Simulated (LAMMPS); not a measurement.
System: Si (diamond structure), 1000 atoms, at 1770 K and 0 GPa, heated as the crystal.

All values are model results, not measurements: classical MD, pair style meam, file library.meam (library.meam-Si); code LAMMPS.

The state found is crystal; no diffusion seen in 30 ps, the density comes out as 2.1832 ± 0.0002 g/cm³ and the volume per atom is 21.361 ± 0.002 Å³. The enthalpy per atom is -4.1476 ± 0.0003 eV and the first peak of g(r) is 2.39 Å, height 5.0. The coordination number is 4.00 (counted to 3.06 Å) and the most common Si-Si-Si angle is in the 3° bin centred on 109.5° (mean of all 109°). The mean frequency of the velocity spectrum is 13.4 THz and the cost is about 3 core-minutes (a rough figure).

Potential: file library.meam of the LAMMPS distribution; its header cites Baskes, Phys Rev B, 46, 2727-2742 (1992).

Caution: the potential MEAM library.meam-Si is a first-neighbour MEAM set with a 4 Å cutoff, used here without a parameter file and away from the static properties it was fitted to. Caution: this crystal lies over the measured melting point of 1687 K, so it is superheated or the potential melts high.

States go by the mean squared displacement: a species diffuses where it passes 1.5 Å², still rises and gives D over 1e-6 cm²/s; a crystal has left its structure where atoms lie 0.35 Å off their sites on average or a cubic box changes its shape by 3 %.

Uncertainties are statistical and leave out the potential's own error.

| r (Å) | g(r) |
|---|---|
| 2.100 | 0.000 |
| 2.140 | 0.019 |
| 2.180 | 0.088 |
| 2.220 | 0.508 |
| 2.260 | 1.43 |
| 2.300 | 2.93 |
| 2.340 | 4.44 |
| 2.380 | 5.00 |
| 2.420 | 4.69 |
| 2.460 | 3.79 |
| 2.500 | 2.70 |
| 2.540 | 1.63 |
| 2.580 | 0.995 |
| 2.620 | 0.492 |
| 2.660 | 0.259 |
| 2.700 | 0.145 |
| 2.740 | 0.060 |
| 2.780 | 0.032 |
| 2.820 | 0.011 |
| 2.860 | 0.003 |
| 2.900 | 0.005 |
| 2.940 | 0.001 |
| 2.980 | 0.001 |
| 3.020 | 0.000 |
| 3.060 | 0.000 |
| 3.100 | 0.000 |
| 3.140 | 0.000 |
| 3.180 | 0.001 |
| 3.220 | 0.001 |
| 3.260 | 0.004 |
| 3.300 | 0.009 |
| 3.340 | 0.016 |
| 3.380 | 0.034 |
| 3.420 | 0.061 |
| 3.460 | 0.107 |
| 3.500 | 0.183 |
| 3.540 | 0.308 |
| 3.580 | 0.464 |
| 3.620 | 0.731 |
| 3.660 | 1.13 |
| 3.700 | 1.41 |
| 3.740 | 1.81 |
| 3.780 | 2.17 |
| 3.820 | 2.54 |
| 3.860 | 2.89 |
| 3.900 | 3.02 |
| 3.940 | 2.93 |
| 3.980 | 2.80 |
| 4.020 | 2.50 |
| 4.060 | 2.15 |
| 4.100 | 1.81 |
| 4.140 | 1.51 |
| 4.180 | 1.22 |
| 4.220 | 1.07 |
| 4.260 | 0.976 |
| 4.300 | 0.976 |
| 4.340 | 1.08 |
| 4.380 | 1.22 |
| 4.420 | 1.40 |
| 4.460 | 1.55 |
| 4.500 | 1.71 |
| 4.540 | 1.84 |
| 4.580 | 1.90 |
| 4.620 | 1.89 |
| 4.660 | 1.79 |
| 4.700 | 1.65 |
| 4.740 | 1.45 |
| 4.780 | 1.26 |
| 4.820 | 1.03 |
| 4.860 | 0.790 |
| 4.900 | 0.599 |
| 4.940 | 0.455 |
| 4.980 | 0.321 |
| 5.020 | 0.235 |
| 5.060 | 0.179 |
| 5.100 | 0.153 |
| 5.140 | 0.148 |
| 5.180 | 0.180 |
| 5.220 | 0.216 |
| 5.260 | 0.255 |
| 5.300 | 0.327 |
| 5.340 | 0.418 |
| 5.380 | 0.480 |
| 5.420 | 0.541 |
| 5.460 | 0.581 |
| 5.500 | 0.643 |
| 5.540 | 0.666 |
| 5.580 | 0.670 |
| 5.620 | 0.665 |
| 5.660 | 0.702 |
| 5.700 | 0.723 |
| 5.740 | 0.747 |
| 5.780 | 0.789 |
| 5.820 | 0.865 |
| 5.860 | 0.957 |
| 5.900 | 1.07 |
| 5.940 | 1.15 |
| 5.980 | 1.18 |
| 6.020 | 1.16 |
| 6.060 | 1.17 |
| 6.100 | 1.13 |
